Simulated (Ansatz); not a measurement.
The starting structures come from a database of crystals and need not be the phases stable at ambient conditions.

 Where the default PAW files enter, the runs use the earlier of Ansatz's two default sets.

Tunnelling through a barrier is set by its complex band structure: the current falls as exp(−2κd) with the smallest κ.

Input:

```
KMgH3
1.0
    5.59517     0.00000     0.00000
   -2.79759     4.84556     0.00000
    2.79759     1.61519     2.28422
K Mg H
1 1 3
Direct
  0.00000   0.00000   0.00000
  0.00000   0.50000   0.50000
  0.50000   0.00000   0.00000
  0.50000   0.50000   0.00000
  0.00000   0.50000   0.00000
```

Space group of this cell: Pm-3m, cubic perovskite. The cell was relaxed by PBE-D3(BJ); by r2SCAN its mean pressure is 1.1 GPa.

Transport runs along the normal of the first two printed cell vectors, the (111) plane of the conventional cell.

The gap is the functional's own, uncorrected, and κ follows it; spin-orbit coupling is left out. Mid-gap values are interpolated between the computed energies.

Q: State the band gap and the smallest decay constant κ at mid-gap according to r2SCAN (Ansatz, a first-principles code).

A: Gap 3.31 eV on a 14×14×14 mesh; κ = 0.340 1/Å, at the zone centre.
